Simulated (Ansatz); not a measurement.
Take Hf in the hcp (Mg type) structure (space group P6_3/mmc, No. 194; a = 3.2040 Å, c = 5.0726 Å; relaxed with 0.1 eV smearing) as the base. Axes: x lies along a and z along c of the hexagonal cell.

Computed with PBE (Ansatz, a quantum-chemistry and plane-wave program, PAW, without spin-orbit coupling).

For the base:

- Shortest interatomic distance: 3.139 Å
- Pressure: 0.0 GPa
- Band gap: zero

Now apply this change: uniaxial strain ε_zz = +2.00 %, all other strain components held at zero; the atoms relax in the strained cell.

Q: Estimate the effect on the energy relative to the base, shortest interatomic distance, pressure and band gap.

A: The energy grows by 5.3 meV/atom; the shortest interatomic distance rises by 0.041 Å to 3.180 Å; the pressure (mean of the normal stresses, compression positive) goes from zero to -2.1 GPa; the band gap is still zero.

Whether these cells are dynamically stable was not tested. All final runs are without spin polarisation.
